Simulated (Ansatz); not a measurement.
# Input and output of a self-consistent single point for Y2Fe2Si2C (C2/m, 7 atoms in the cell) (Ansatz)

Method of the run: LDA (PW92), default PAW files made with PBE (plane waves; Ansatz, an electronic-structure program).

Input:

Ansatz 0.2 input:
```yaml
# Y2Fe2Si2C
crystal:
  lattice:
    - [5.261039, -1.954997, 0.000000]
    - [5.261039, 1.954997, 0.000000]
    - [-4.264683, 0.000000, 5.185025]
  atoms:
    - { symbol: Y, position: [0.440060, 0.440060, 0.705320] }
    - { symbol: Y, position: [0.559940, 0.559940, 0.294680] }
    - { symbol: Fe, position: [0.798910, 0.798910, 0.904630] }
    - { symbol: Fe, position: [0.201090, 0.201090, 0.095370] }
    - { symbol: Si, position: [0.838050, 0.838050, 0.282690] }
    - { symbol: Si, position: [0.161950, 0.161950, 0.717310] }
    - { symbol: C, position: [0.000000, 0.000000, 0.000000] }
basis:
  ecutwfc: 420.0
kpoints:
  mp_grid:
    grid: [6, 6, 4]
hamiltonian:
  xc: lda
  pseudopotentials:
    kind: paw
scf:
  occupations:
    method: gaussian
    width: 0.1
output:
  forces: true
  eigenvalues: true
  stress: true
```

The program printed (abridged):

```
WARN ansatz: RAYON_NUM_THREADS=1 ignored (pool sized by the plan → 1); use --threads N
Pseudopotentials: kind: paw
Pseudopotential: Y, paw, valence charge 11
Pseudopotential: Fe, paw, valence charge 16
Pseudopotential: Si, paw, valence charge 4
Pseudopotential: C, paw, valence charge 4
Crystal: 7 atoms, lattice volume = 106.659 Å³
Basis set: ecut = 420 eV, 2093 PW (Γ)
Bands: 40, of which v1, the nominal top of the filled ones, is band 33 counted from 1 (32 counted from 0)
Symmetry: 4 space group operations
Space group: C2/m (ITA 12), of the structure as read, at distance tolerance 4.7e-5 Å
k-points: 47 of 144
PAW frozen core: Y, regenerated for the run's functional, and the local potential with it
PAW frozen core: Fe, regenerated for the run's functional, and the local potential with it
PAW frozen core: Si, regenerated for the run's functional, and the local potential with it
PAW frozen core: C, regenerated for the run's functional, and the local potential with it
Initial density: superposition of atomic densities (neutral atoms: chi_scale 0, normalization atom), corrected by the library's trained network
Initial wavefunctions: pseudopotential atomic-orbital guess
Eigensolver: davidson
Functional: x = slater, c = lda
SCF iter   1: F=—  HF=-17797.080488 eV  |F-HF|=—  |Δ(HF+E_count)|=         —  Δρ=9.11e-3  dr2=4.15e-2  ethr=1.77e-3  ⟨swp⟩=6.1  Hψ=7322  notcnv=0
all-band conjugate gradients solve this SCF's bands
preconditioner: auto → Kerker (q_TF=auto, 2.519 Å⁻¹)
SCF iter   2: F=—  HF=-17797.071047 eV  |F-HF|=—  |Δ(HF+E_count)|=   9.44e-3  Δρ=4.31e-3  dr2=1.30e-2  ethr=6.28e-5  ⟨swp⟩=1.7  Hψ=2461  notcnv=0
SCF iter   3: F=—  HF=-17797.067801 eV  |F-HF|=—  |Δ(HF+E_count)|=   3.25e-3  Δρ=8.97e-4  dr2=1.12e-3  ethr=1.96e-5  ⟨swp⟩=2.6  Hψ=3019  notcnv=0
SCF iter   4: F=—  HF=-17797.067572 eV  |F-HF|=—  |Δ(HF+E_count)|=   2.28e-4  Δρ=2.34e-4  dr2=6.44e-5  ethr=1.69e-6  ⟨swp⟩=2.0  Hψ=2491  notcnv=0
SCF iter   5: F=—  HF=-17797.067642 eV  |F-HF|=—  |Δ(HF+E_count)|=   6.91e-5  Δρ=7.87e-5  dr2=5.79e-6  ethr=9.76e-8  ⟨swp⟩=2.0  Hψ=2436  notcnv=0
SCF iter   6: F=—  HF=-17797.067641 eV  |F-HF|=—  |Δ(HF+E_count)|=   1.06e-6  Δρ=2.80e-5  dr2=9.09e-7  ethr=8.77e-9  ⟨swp⟩=2.1  Hψ=2582  notcnv=0
SCF iter   7: F=-17797.067640 eV  HF=-17797.067640 eV  |F-HF|=3.63e-8  |Δ(HF+E_count)|=   6.62e-8  Δρ=5.50e-6  dr2=2.66e-8  ethr=1.52e-10  ⟨swp⟩=8.1  Hψ=7379  notcnv=0
SCF 1 converged in 7 iterations: F = -17797.067640 eV  dr2 = 2.66e-8
SCF converged after 7 iterations
Free energy (F): -17797.067640 eV
Harris-Foulkes:  -17797.067640 eV  (|F-HF|=3.63e-8)
Internal energy: -17797.055018 eV  (E = F + TS)
E sigma→0 (E₀):  -17797.061329 eV
Entropy (-TS):   -0.012622 eV (-1.803 meV/atom)
Fermi energy:    12.876872 eV
--- Per-component energies (eV) ---
  E_band       = -677.183008
  E_kinetic    = 1500.891329
  E_local      = -7498.875064  (includes V_loc(G=0)·N_el)
  E_nonlocal   = 621.582899
  E_hartree    = 3139.635355
  E_xc         = -744.059570
  E_vxc        = -865.635605  (∫ρ·V_xc dr)
  E_paw        = -9117.748967  (= ΣΔE_a)
  E_vpaw       = -714.431862  (= ΣTr[D̂ρ^β])
  E_aug_tail   = 0.001718  (compensation charges beyond the density's cutoff)
  E_ewald      = -5700.176456
  E_core_change = 1.693737  (= ΣΔE_core)
  E_smearing   = -0.012622  (= −TS)
  E_closure    = -0.000000  (closes the sum)
  Σ components = -17797.067640   (vs F -17797.067640, Δ=0.00e0)
--- Forces (eV/Å), atoms counted from 1 ---
  atom   1  Y      0.01369053    -0.00000000     0.18570213
  atom   2  Y     -0.01369053     0.00000000    -0.18570213
  atom   3  Fe     0.22180265    -0.00000000     0.16032069
  atom   4  Fe    -0.22180265     0.00000000    -0.16032069
  atom   5  Si    -0.04964813     0.00000000    -0.28967627
  atom   6  Si     0.04964813    -0.00000000     0.28967627
  atom   7  C     -0.00000000     0.00000000     0.00000000
  max |Σ_I F_I| component: 6.94e-18 eV/Å
--- Stress (GPa, compression-positive) ---
       -7.273961      -0.000000      -0.271785
       -0.000000      -6.751924       0.000000
       -0.271788       0.000000      -6.316417
  P = ⅓ Tr σ = -6.7808 GPa (-67.808 kbar)
  The stress holds the Pulay correction. Without it, at fixed plane waves, as pw.x and ABINIT print it: P = -6.9203 GPa
--- Band table (eV; the first three rows and the last of 47) ---
  k-point 0: bands = ["-73.1882", "-73.1832", "-39.8673", "-39.8524", "-39.5891", "-39.5793", "-39.5787", "-39.5517", "-29.0020", "-28.9423", "-9.4233", "-9.1504", "-9.0330", "-9.0145", "-9.0132", "-8.9530", "1.7453", "4.1458", "5.7178", "8.3623", [...]
  k-point 1: bands = ["-73.1882", "-73.1832", "-39.8673", "-39.8524", "-39.5891", "-39.5793", "-39.5787", "-39.5517", "-28.9932", "-28.9509", "-9.3897", "-9.1756", "-9.0587", "-9.0067", "-8.9886", "-8.9797", "1.9759", "4.0807", "5.2346", "8.1779", [...]
  k-point 2: bands = ["-73.1882", "-73.1832", "-39.8673", "-39.8525", "-39.5891", "-39.5793", "-39.5787", "-39.5517", "-28.9749", "-28.9690", "-9.3467", "-9.1953", "-9.0721", "-9.0550", "-8.9748", "-8.9661", "2.2669", "4.0001", "4.7524", "8.3393", [...]
  k-point 46: bands = ["-73.1883", "-73.1831", "-39.8677", "-39.8521", "-39.5895", "-39.5791", "-39.5789", "-39.5513", "-28.9927", "-28.9512", "-9.3436", "-9.1557", "-9.1115", "-9.0317", "-9.0164", "-8.9593", "2.3857", "3.4553", "6.0371", "7.5618", [...]
```

The run converged in 7 iterations.

The starting cell comes from a database of computed structures (which also holds hypothetical and non-ambient phases and stackings), without a prior relaxation at this level. Its lattice was rescaled by up to half a per cent. Spin polarisation is off. With a pressure of about -7 GPa the cell is away from its equilibrium volume at this level. Ansatz's pressure includes its estimate of the finite-basis (Pulay) stress.
